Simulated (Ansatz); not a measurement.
The reference is Be in the hcp (Mg type) structure (space group P6_3/mmc, No. 194; a = 2.2552 Å, c = 3.5580 Å; relaxed with 0.1 eV smearing). Axes: x lies along a and z along c of the hexagonal cell.

Computed with Ansatz (a first-principles code) PBEsol, no spin-orbit coupling.

Base values:

- Shortest interatomic distance = 2.205 Å

Modification: tensor shear ε_xz = +0.57 % (engineering shear γ = 0.0114); the atoms relax in the strained cell.

**Question.** Estimate the effect on the shortest interatomic distance.

**Answer.** The shortest interatomic distance shrinks by 0.0104 Å, from 2.205 Å to 2.194 Å.

**Question.** Estimate the effect on the energy relative to the base.

**Answer.** The energy grows by 0.5 meV/atom.

**Question.** What happens to the stress?

**Answer.** The stress (xx, yy, zz, yz, xz, xy; compression positive) is (0.0, 0.0, 0.0, 0.0, -1.9, 0.0) GPa.

No phonon test of stability was made.
